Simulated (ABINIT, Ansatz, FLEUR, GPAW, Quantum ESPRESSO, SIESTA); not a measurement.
**Code comparison for SiO2 (P4_2/mnm, 6 atoms in the cell)**

Self-consistent single point.

```
SiO2
1.0
    4.16205     0.00000     0.00000
    0.00000     4.16205     0.00000
    0.00000     0.00000     2.64824
Si O
2 4
Cartesian
  2.08103   2.08103   1.32412
  0.00000   0.00000   0.00000
  2.88497   2.88497   0.00000
  1.27708   1.27708   0.00000
  3.35811   0.80394   1.32412
  0.80394   3.35811   1.32412
```

Shared settings, as Ansatz (a first-principles code) writes them: kpoints.mp_grid.grid = 5 5 7; scf.occupations.method = fixed. Potentials and cutoffs stand in the table.

```json
[
 {"code": "Quantum ESPRESSO", "model": "PBE, PSlibrary PAW (PBE) pseudopotentials", "pressure (GPa)": "16.67", "largest force (eV/Å)": "0.368", "gap on the mesh (eV)": "5.922", "cutoff": "55 Ry"},
 {"code": "SIESTA", "model": "GGA PBE, numerical atomic orbitals DZP, PseudoDojo PBE standard norm-conserving potentials (rewritten from UPF to PSML)", "pressure (GPa)": "20.01", "largest force (eV/Å)": "0.434", "gap on the mesh (eV)": "5.876", "cutoff": "grid 350 Ry"},
 {"code": "GPAW", "model": "PBE, GPAW PAW datasets PBE (gpaw-data 1.0.1)", "pressure (GPa)": "–", "largest force (eV/Å)": "0.479", "gap on the mesh (eV)": "5.979", "cutoff": "900 eV"},
 {"code": "FLEUR", "model": "PBE, all-electron FLAPW (FLEUR), scalar-relativistic valence", "pressure (GPa)": "–", "largest force (eV/Å)": "0.269", "gap on the mesh (eV)": "5.968", "cutoff": "Kmax 4.2 1/bohr"},
 {"code": "Ansatz", "model": "PBE, PAW files", "pressure (GPa)": "16.15", "largest force (eV/Å)": "0.357", "gap on the mesh (eV)": "5.940", "cutoff": "default"},
 {"code": "ABINIT", "model": "PBE, PAW (JTH v2.0 PBE PAW)", "pressure (GPa)": "13.68", "largest force (eV/Å)": "0.290", "gap on the mesh (eV)": "5.888", "cutoff": "24 Ha"}
]
```

A dash marks a value that a program does not give, or that is left out as unsure.

Gaps are read on the mesh.

The spread over the programs that give each value: pressure within 6.33 GPa; largest force within 0.210 eV/Å; gap on the mesh within 0.103 eV.

SIESTA uses small atom-centred bases, whose incompleteness enters pressures, forces and empty levels differently from a plane-wave cutoff. FLEUR treats all electrons, but the usual bases taken here (sphere radii, linearisation, local orbitals, empty states) were not tested for convergence, so the values are no reference for the others. Ansatz's pressure is given at a fixed set of plane waves, as the other plane-wave codes print theirs; with its correction for the finite basis it is 16.72 GPa (the shift of 0.57 GPa shows how far the cutoff is from converged). The pressure of GPAW is left out: its cutoff lies under the one at which its stress was checked. In the pressure, SIESTA (by 3.86) and ABINIT (by 2.47) lie more than 1 GPa from the median of the plane-wave programs. In the force vectors, GPAW (by 0.116) and FLEUR (by 0.094) lie more than 0.08 eV/Å from the median of the plane-wave programs.

On the base mesh (4 4 6) the same programs gave: Ansatz pressure 16.15 GPa, gap on the mesh 5.940 eV; Quantum ESPRESSO pressure 16.67 GPa, gap on the mesh 5.922 eV; ABINIT pressure 13.68 GPa, gap on the mesh 5.888 eV; GPAW gap on the mesh 5.979 eV; FLEUR gap on the mesh 5.969 eV; SIESTA pressure 20.03 GPa, gap on the mesh 5.876 eV.

The starting cell comes from a database of computed structures (which also holds hypothetical and non-ambient phases and stackings), without a prior relaxation at this level. Its lattice was rescaled by a random factor within 2.5 % of one.

Left out of this page: CP2K (on another mesh).

Keys are those of Ansatz 0.2.
